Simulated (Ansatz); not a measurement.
Take GaAs in the zinc blende structure (space group F-43m, No. 216; a = 5.659 Å) as the base. Axes: x, y, z lie along the cube axes.

Computed with PBEsol (Ansatz, a program for electronic structure), no SOC.

Before the change:

The pressure is 0.0 GPa and the band gap is 0.42 eV. The volume per atom is 22.65 Å³.

Perturbation: tensile biaxial strain of 2.50 % in the plane normal to [001], as in epitaxy on a mismatched substrate; the out-of-plane cell vector and the atoms relax.

What happens to the pressure, energy relative to the base, band gap and volume per atom?

The pressure (mean of the normal stresses, compression positive) goes from zero to -1.7 GPa; the energy goes up by 9.5 meV/atom; the band gap becomes zero (base: 0.42 eV); the volume per atom increases by 0.61 Å³ (22.65 Å³ → 23.26 Å³).

Stability against distortions was not tested. The final runs are not spin-polarised. Gaps under 0.05 eV, about the width of the smearing, are given as zero. A zero or small gap of GaAs under biaxial strain +2.50 %, plane normal [001], relaxed out of plane can be the functional's error rather than a property of the material.
